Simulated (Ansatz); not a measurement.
# How far PBE and PBEsol part for Si3N4, pressure 1.5 GPa

The reference is Si3N4 (space group P6_3/m, No. 176; a = 7.6635 Å, c = 2.9265 Å).

(Cell as relaxed with PBE.)

Levels (all Ansatz, a quantum-chemistry and plane-wave program, PAW): PBE (420 eV, no SOC); PBEsol (420 eV, no spin-orbit coupling).

Each level relaxes its own structure.

```
base                      PBE    PBEsol
-------------------  --------  --------
volume per atom      10.63 Å³  10.47 Å³
lattice parameter a   7.664 Å   7.625 Å
band gap              4.25 eV   4.19 eV
```

The change: a hydrostatic pressure of 1.5 GPa.

```csv
quantity,PBE,PBEsol
gap character,"indirect, Γ–A (33 % along) → Γ","indirect, Γ–A (33 % along) → Γ"
smallest direct gap,4.48 eV,4.41 eV
shift of the gap caused by the change,+0.02 eV,+0.02 eV
```

PBE's smallest direct gap lies 0.061 eV above PBEsol's; the two agree on the gap character and shift of the gap caused by the change. Neither level is exact; PBEsol is the comparison here, not a measurement.

Load acts through the strain it causes; cell and atoms are relaxed under it. No phonon test of stability was made.
